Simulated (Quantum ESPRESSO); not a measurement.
**Quick settings and what they miss: Sc3Ga (P6_3/mmc, 8 atoms in the cell)**

Self-consistent single point.

```
CELL_PARAMETERS angstrom
      6.38114     0.00000     0.00000
     -3.19057     5.52623     0.00000
      0.00000     0.00000     5.17319
ATOMIC_POSITIONS crystal
  Sc 0.34370 0.17185 0.75000
  Sc 0.65630 0.82815 0.25000
  Sc 0.17185 0.34370 0.25000
  Sc 0.82815 0.65630 0.75000
  Sc 0.82815 0.17185 0.75000
  Sc 0.17185 0.82815 0.25000
  Ga 0.66667 0.33333 0.25000
  Ga 0.33333 0.66667 0.75000
```
Moments meant for the start (each program seeds them in its own way; μB, in the order of the atoms Sc Sc Sc Sc Sc Sc Ga Ga): 1.0 1.0 1.0 1.0 1.0 1.0 0.0 0.0.

Level of theory: PBEsol, PseudoDojo standard norm-conserving (PBESOL) pseudopotentials (plane waves; Quantum ESPRESSO).

Base settings: ecutwfc = 80 Ry; occupations = smearing; smearing = mp; degauss = 0.0073499 Ry; nspin = 2; potentials = {Sc: Sc.upf, Ga: Ga.upf}; K_POINTS = automatic 3 3 3 0 0 0; conv_thr = 1e-10 Ry; mixing_beta = 0.3.

Tight run (finer mesh or higher cutoff; not a proven limit): ecutwfc: 80 Ry → 112 Ry; conv_thr: 1e-10 Ry → 7.3e-11 Ry; K_POINTS: automatic 3 3 3 0 0 0 → automatic 5 5 5 0 0 0. It gave Fermi level (on the code's own zero) 9.68 eV; pressure -6.51 GPa; largest force (vector length) 0.046 eV/Å; size of the cell's spin moment 2.62 μB; site moments (μB, in the program's spheres or projections) Sc 0.30, Sc 0.30, Sc 0.30, Sc 0.30, Sc 0.30, Sc 0.30, Ga -0.02, Ga -0.02.

Quick runs, as changes from the base:
- A: ecutwfc: 80 Ry → 48 Ry; smearing: mp → gauss; degauss: 0.0073499 Ry → 0.036749 Ry; conv_thr: 1e-10 Ry → 7.3e-06 Ry; K_POINTS: automatic 3 3 3 0 0 0 → automatic 1 1 1 0 0 0
- B: ecutwfc: 80 Ry → 40 Ry; conv_thr: 1e-10 Ry → 7.3e-05 Ry; K_POINTS: automatic 3 3 3 0 0 0 → automatic 2 2 2 0 0 0
- C: smearing: mp → cold; degauss: 0.0073499 Ry → 0.019992 Ry; K_POINTS: automatic 3 3 3 0 0 0 → automatic 4 4 4 1 1 1

Energies are extrapolated to zero smearing width, which holds to low order in the width alone (under cold and Methfessel-Paxton smearing the free energy itself is taken).

Dashes: time of A, under 30 s.

The count of work is k-points × plane waves × bands × iterations; it is no time. Core times come from one kind of shared machine and are given to one figure; runs under 30 s give none.

The starting cell comes from a database of computed structures (which also holds hypothetical and non-ambient phases and stackings), without a prior relaxation at this level. Its lattice was rescaled by a random factor within 2.5 % of one. The magnetic order is the one reached from the typed start; others were not searched systematically. In the base run, with a pressure of about -7 GPa the cell is away from its equilibrium volume at this level. Without a gap this mesh is coarse (it stands for a supercell whose shortest vector is 16 Å).

| run | energy less tight (meV/atom) | largest miss in a force vector (eV/Å) | size of the net moment less tight (μB/atom) | count of work / tight | core time / tight (rough) |
|---|---|---|---|---|---|
| A | 2588.0 | 0.476 | -0.26 | 0.012 | – |
| B | 9299.8 | 0.235 | -0.25 | 0.027 | 0.02 |
| C | -2.1 | 0.001 | -0.05 | 0.54 | 0.5 |

Among the runs at the tight run's level, the energy misses run from 2.1 to 9299.8 meV/atom.

Left out of this page: 2 runs of the series outside the window shown, repeating another row's setting, or not comparable.
